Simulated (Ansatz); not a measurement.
```xyz
6
Lattice="3.6097 0.0000 0.0000 0.0000 3.6097 0.0000 0.0000 0.0000 5.2489" Properties=species:S:1:pos:R:3 pbc="T T T"
Zr     0.0000     0.0000     0.0000
Zr     1.8048     1.8048     2.6244
O      0.0000     1.8048     1.0260
O      0.0000     1.8048     3.6504
O      1.8048     0.0000     1.5985
O      1.8048     0.0000     4.2229
```

No spin polarisation.

Computed with PBE (Ansatz, an electronic-structure program, PAW, no spin-orbit coupling), earlier PAW set. Γ-centred 9×9×6 mesh, Fermi–Dirac width 0.05 eV.

Question: Predict the band gap and smallest direct gap.

Answer: 
```json
{
 "band_gap": "4.05 eV",
 "smallest_direct_gap": "4.15 eV"
}
```

Load acts through the strain it causes; cell and atoms are relaxed under it. Whether these cells are dynamically stable was not tested. The cell was made from ZrO2 (space group P4_2/nmc, No. 137) by this change: pressure 2.1 GPa. This is not the structure that ZrO2 has at room temperature and ambient pressure.
